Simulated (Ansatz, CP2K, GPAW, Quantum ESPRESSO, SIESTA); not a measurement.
CaAu2 (Imma, 6 atoms in the cell) computed with different codes at matched settings

Self-consistent single point.

```
CaAu2
1.0
   -2.25473     3.48791     4.08744
    2.25473    -3.48791     4.08744
    2.25473     3.48791    -4.08744
Ca Au
2 4
Direct
  0.70770   0.45770   0.25000
  0.29230   0.54230   0.75000
  0.30065   0.83990   0.46075
  0.69935   0.16010   0.53925
  0.87915   0.83990   0.03925
  0.12085   0.16010   0.96075
```

Shared settings, as Ansatz (a first-principles code) writes them: kpoints.mp_grid.grid = 5 5 5; scf.occupations.method = gaussian; scf.occupations.width = 0.1 eV. Potentials and cutoffs stand in the table.

| code | model | pressure (GPa) | largest force (eV/Å) | cutoff |
|---|---|---|---|---|
| SIESTA | LDA PW92, numerical atomic orbitals DZP, PseudoDojo LDA standard norm-conserving potentials (rewritten from UPF to PSML) | 2.40 | 0.348 | grid 350 Ry |
| GPAW | LDA (Perdew-Wang 92), GPAW PAW datasets LDA (gpaw-data 1.0.1) | -0.56 | 0.033 | 550 eV |
| Quantum ESPRESSO | LDA (PZ), GBRV 1.5 ultrasoft (LDA) pseudopotentials | -2.00 | 0.045 | 40 Ry |
| CP2K | LDA (Pade form), GPW, DZVP-MOLOPT-SR-GTH basis, GTH-PADE potentials (GTH_POTENTIALS) | 1.61 | 0.038 | grid 500 Ry |
| Ansatz | LDA (PW92), PAW files made with PBE | -1.89 | 0.039 | default |

Size of the force on each atom (eV/Å): Sizes of forces hide their directions.

| code | Ca1 | Ca2 | Au3 | Au4 | Au5 | Au6 |
|---|---|---|---|---|---|---|
| SIESTA | 0.124 | 0.124 | 0.346 | 0.346 | 0.348 | 0.348 |
| GPAW | 0.006 | 0.006 | 0.033 | 0.033 | 0.033 | 0.033 |
| Quantum ESPRESSO | 0.002 | 0.002 | 0.045 | 0.045 | 0.045 | 0.045 |
| CP2K | 0.038 | 0.038 | 0.034 | 0.034 | 0.034 | 0.034 |
| Ansatz | 0.001 | 0.001 | 0.039 | 0.039 | 0.039 | 0.039 |

On Ansatz's run: spin-orbit coupling is off.

The spread over the programs that give each value: pressure within 4.40 GPa; largest force within 0.315 eV/Å.

SIESTA and CP2K use small atom-centred bases, whose incompleteness enters pressures, forces and empty levels differently from a plane-wave cutoff. Ansatz's pressure is given at a fixed set of plane waves, as the other plane-wave codes print theirs. The same LDA comes in different parametrisations, which differ slightly. In the pressure, SIESTA (by 4.29), GPAW (by 1.33) and CP2K (by 3.49) lie more than 1 GPa from the median of the plane-wave programs. In the force vectors, SIESTA (by 0.313) lies more than 0.08 eV/Å from the median of the plane-wave programs.

The starting cell comes from a database of computed structures (which also holds hypothetical and non-ambient phases and stackings), without a prior relaxation at this level. Its lattice was rescaled by a random factor within 2.5 % of one.

Left out of this page: Elk (not drawn, or without a comparable value).

Keys are those of Ansatz 0.2.
